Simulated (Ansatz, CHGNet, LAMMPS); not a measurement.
# How well does each level of theory give the lattice parameter a of L1₀ (CuAu-type) FePt?

Reference value: 2.727 Å (measured, room temperature, not corrected to a static lattice, P4/mmm two-atom cell, a_fct/√2; as tabulated in Sawada et al. (2023), arXiv:2212.12065).

| level (code) | value (Å) |
|---|---|
| Lennard-Jones jacobson2022 (LAMMPS) | 2.728 |
| CHGNet 0.3.0 | 2.928 |
| LDA (Ansatz) | [?] |
| PBE (Ansatz) | 2.729 |
| RPBE (Ansatz) | [?] |
| PBEsol-D3(BJ) (Ansatz) | 2.664 |
| rVV10 (Ansatz) | 2.750 |
| r²SCAN (Ansatz) | [?] |
| r²SCAN-D4 (Ansatz) | 2.725 |
| B3LYP (VWN-RPA form) (Ansatz) | [?] |
| HSE06 (Ansatz) | 2.748 |
| r²SCANh (Ansatz) | 2.737 |

Q: Complete the blanks.

A: 
- LDA (Ansatz, a program for electronic structure), value (Å): 2.661
- RPBE (Ansatz), value (Å): 2.754
- r²SCAN (Ansatz), value (Å): 2.732
- B3LYP (VWN-RPA form) (Ansatz), value (Å): 2.791

Differences against the reference: Lennard-Jones jacobson2022 +0.04 %, CHGNet 0.3.0 +7.37 %, LDA -2.42 %, PBE +0.07 %, RPBE +0.99 %, PBEsol-D3(BJ) -2.31 %, rVV10 +0.84 %, r²SCAN +0.18 %, r²SCAN-D4 -0.07 %, B3LYP (VWN-RPA form) +2.35 %, HSE06 +0.77 %, r²SCANh +0.37 %.

Leaving aside Lennard-Jones jacobson2022 (doubt noted below), CHGNet 0.3.0 (doubt noted below): The reference is not for a static lattice or low temperature, so close values are not ranked against it. Off by more than 1.25 %, or 1.75 % on the side where a correction would as a rule narrow the miss (bounds picked here): LDA (-2.42 %), B3LYP (VWN-RPA form) (+2.35 %), PBEsol-D3(BJ) (-2.31 %).

The measured value isn't corrected to a static lattice, so vibrations enter the comparison. Spin-polarised runs: LDA (parallel moments), PBE (parallel moments), RPBE (parallel moments), PBEsol-D3(BJ) (parallel moments), rVV10 (parallel moments), r²SCAN (parallel moments), r²SCAN-D4 (parallel moments), B3LYP (VWN-RPA form) (parallel moments), HSE06 (parallel moments), r²SCANh (parallel moments). Density-functional levels without +SOC have no spin–orbit coupling. Lennard-Jones jacobson2022: the pair parameters belong to the elements and are mixed by rule. Lennard-Jones jacobson2022: pair potentials favour close packing, so symmetry can be all that holds this lattice. CHGNet 0.3.0: the cell has another shape than the first-principles one, perhaps another minimum in the same group. Cutoffs and k meshes differ between the levels. Ansatz's density-functional and Hartree–Fock values are scalar-relativistic unless marked +SOC, with PAW data made under PBE.

Empirical potentials (Lennard-Jones jacobson2022) are fitted to chosen data: where that held the value shown, agreement is built in, and what lay outside the fit can be far off. Machine-learned potentials (CHGNet 0.3.0) are trained on DFT data: a solid inside that data is no test of them.

Differences are worked out from the printed values.
